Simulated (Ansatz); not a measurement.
The parent structure is ZrS₂ in the CdI2 type structure (space group P-3m1, No. 164; layered, stacked along the Cartesian z axis).

```xyz
3
Lattice="3.6348 0.0000 0.0000 -1.8174 3.1479 0.0000 0.0000 0.0000 5.7196" Properties=species:S:1:pos:R:3 pbc="T T T"
Zr     0.0000     0.0000     0.0000
S      0.0000     2.0986     1.4604
S      1.8174     1.0493     4.2592
```

The values are results of Ansatz (an electronic-structure program) PBE-D3(BJ), no spin-orbit coupling, not measurements.

Base values:

```
Item       Result
--------  -------
Band gap  0.66 eV
```

Perturbation: an isotropic linear strain of −2.50 %; the atoms relax in the strained cell.

**Question.** Estimate the effect on the energy relative to the base.

**Answer.** The energy increases by 19 meV/atom.

**Question.** Predict the new band gap.

**Answer.** The band gap drops by 0.38 eV, from 0.66 eV to 0.28 eV.

No phonon test of stability was made. The zero or small gap of ZrS2 under isotropic strain −2.50 % can change with the level of theory.
